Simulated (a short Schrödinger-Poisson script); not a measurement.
Structure: MOS inversion layer, SiO2 on p-type Si(110), at 300 K.

```tsv
layer	material	thickness (nm)	Na (cm⁻³)
1	SiO2	1.6	-
2	Si	260	2.8e18
```

The device is made up for the run: typed textbook-type constants, with dimensions and the other settings drawn at random. SiO2: permittivity 3.9, conduction-band edge (eV) 3.15, gap (eV) 9, electron mass (mₑ) 0.5. Si: permittivity 11.7, conduction-band edge (eV) 0, gap (eV) 1.124, Nv at 300 K (cm⁻³) 3.1e19.

Channel valleys (confinement mass, in-plane density-of-states mass, number): Δ4 0.315, 0.324, 4; Δ2 0.19, 0.417, 2. At the gate the conduction-band edge of layer 1 lies 3.29 eV − eVg above the Fermi level of the channel; the field vanishes at the back. Gaps are held at their typed values at every temperature. Mesh 0.03 nm at interfaces.

From a short Schrödinger-Poisson script (our own, NumPy): 1D Poisson equation in equilibrium, electrons quantum, Hartree (BenDaniel-Duke, 12 states a valley, the channel's in-plane mass for all, wave functions ending at the dielectric), parabolic valleys, classical holes, full ionisation, no traps, pinning or gate leakage.

The same stack at other levels of the model or other numerical settings:

```csv
run,sheet density of all electrons at Vg = 1.3 V (cm⁻²),sheet density of all electrons at Vg = 0.7 V (cm⁻²),capacitance at Vg = 1.3 V (μF/cm²),centroid of the channel electrons at Vg = 1.3 V (nm),rough cost against the base
base,4.79e12,3.86e10,1.64,1.58,about 1
"electrons treated as classical, Boltzmann",8.29e12,___,2.03,___,0.02
"electrons treated as classical, Fermi-Dirac",7.66e12,1.10e12,___,0.35,0.2
mesh six times as coarse,4.80e12,3.90e10,1.64,1.58,0.2
one subband a valley,4.79e12,3.85e10,1.64,1.58,0.5
```

Fill in the missing entries.


- electrons treated as classical, Boltzmann, sheet density of all electrons at Vg = 0.7 V (cm⁻²): 1.18e12
- electrons treated as classical, Boltzmann, centroid of the channel electrons at Vg = 1.3 V (nm): 0.22
- electrons treated as classical, Fermi-Dirac, capacitance at Vg = 1.3 V (μF/cm²): 1.89

The classical rows ignore confinement, and Boltzmann statistics overrate the density once the band edge passes the Fermi level.
